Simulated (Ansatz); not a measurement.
# Pressure series in ZnSe

Base system: ZnSe in the zinc blende structure (space group F-43m, No. 216; a = 5.665 Å).

Cell and atoms are relaxed at each pressure.

Levels (all Ansatz, a quantum-chemistry and plane-wave program, PAW): r2SCAN (500 eV, no SOC); HSE06 (420 eV, spin-orbit coupling left out).

Band gaps by level, all at the geometries relaxed with r2SCAN:

| case | r2SCAN | HSE06 |
|---|---|---|
| base | 1.87 eV | 2.42 eV |
| pressure −2 GPa | 1.73 eV | 2.27 eV |
| pressure −1 GPa | 1.80 eV | 2.35 eV |
| pressure 0.7 GPa | 1.91 eV | 2.47 eV |
| pressure 1.5 GPa | 1.96 eV | 2.52 eV |
| pressure 5 GPa | 2.16 eV | 2.72 eV |
| pressure 7.5 GPa | 2.28 eV | 2.85 eV |
| pressure 10 GPa | 2.39 eV | 2.96 eV |

Single points use the geometry relaxed with r2SCAN. Load acts through the strain it causes; cell and atoms are relaxed under it. Whether these cells are dynamically stable was not tested. Tetrahedral semiconductors of this kind turn to denser phases somewhere between about 1 and 50 GPa; those were not computed, so compressed cells here can lie past the real transition.
